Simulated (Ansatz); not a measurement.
Consider CuI in the zinc blende structure (space group F-43m, No. 216; a = 6.023 Å). Axes: x, y, z lie along the cube axes.

Calculations: plane-wave PAW DFT at the r2SCAN level (Ansatz, a program for electronic structure, 500 eV), no SOC.

Strains are applied to the cell and any free atomic positions relax; under biaxial strain the out-of-plane vector relaxes too.

One change was made to it. Results:

| quantity | base | after |
|---|---|---|
| valley order (the lowest conduction-band minima on the path, energy above the VBM, named in the base's zone) | Γ 1.67 eV; L along ⟨111⟩ 2.57 eV; X along ⟨100⟩ 2.90 eV | Γ 1.56 eV; L along [111] 2.29 eV; L along [1-1-1] 2.60 eV; X along [001] 2.85 eV |
| energy relative to the base (free energy F) | 0 meV/atom | +5.8 meV/atom |
| valence-band top at Γ (three highest levels, from the VBM) | 0.00, 0.00, 0.00 eV | 0.00, -0.03, -0.03 eV |

Task: Name the change that was made.
A. biaxial strain +2.08 %, plane normal [111], relaxed out of plane
B. biaxial strain +0.42 %, plane normal [111], relaxed out of plane
C. biaxial strain +0.83 %, plane normal [111], relaxed out of plane
D. biaxial strain +1.25 %, plane normal [111], relaxed out of plane
E. biaxial strain +1.67 %, plane normal [111], relaxed out of plane

Result: A, biaxial strain +2.08 %, plane normal [111], relaxed out of plane. For comparison, the valley order in the other runs: biaxial strain +0.83 %, plane normal [111], relaxed out of plane gives Γ 1.63 eV; L along [111] 2.45 eV; L along [1-1-1] 2.58 eV; X along [001] 2.90 eV; biaxial strain +1.67 %, plane normal [111], relaxed out of plane gives Γ 1.58 eV; L along [111] 2.34 eV; L along [1-1-1] 2.60 eV; X along [001] 2.87 eV; biaxial strain +0.42 %, plane normal [111], relaxed out of plane gives Γ 1.65 eV; L along [111] 2.50 eV; L along [1-1-1] 2.57 eV; X along [001] 2.90 eV; biaxial strain +1.25 %, plane normal [111], relaxed out of plane gives Γ 1.60 eV; L along [111] 2.39 eV; L along [1-1-1] 2.59 eV; X along [001] 2.88 eV.

With I present, leaving out spin-orbit coupling can change the band edges. The levels and masses belong to the bands next to the band gap. No phonon test of stability was made. The final runs are not spin-polarised.
